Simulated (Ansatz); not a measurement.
Take BaTiO$_{3}$ (space group P4mm, No. 99; a = 3.955 Å, c = 4.044 Å) as the base. Axes: x, y, z lie along a, b, c of the conventional cell.

Modification: uniaxial strain ε_yy = −2.96 %, all other strain components held at zero; the atoms relax in the strained cell.

Levels (all Ansatz, an electronic-structure program, PAW): PBEsol (420 eV, scalar-relativistic without spin-orbit coupling); r2SCAN (500 eV, spin-orbit coupling left out); HSE06 (420 eV, spin-orbit coupling left out).

At the geometry relaxed with PBEsol, these levels gave the following band gaps, in shuffled order: (a) 1.90 eV, (b) 2.32 eV, (c) 3.40 eV.

Q: Match each gap to its level.

A: (a) PBEsol; (b) r2SCAN; (c) HSE06.

Single points use the geometry relaxed with PBEsol. The hybrid gap comes from the SCF mesh plus the semilocal run's edge points and a few special points and is an upper bound. Stability against distortions was not tested. All final runs are without spin polarisation.
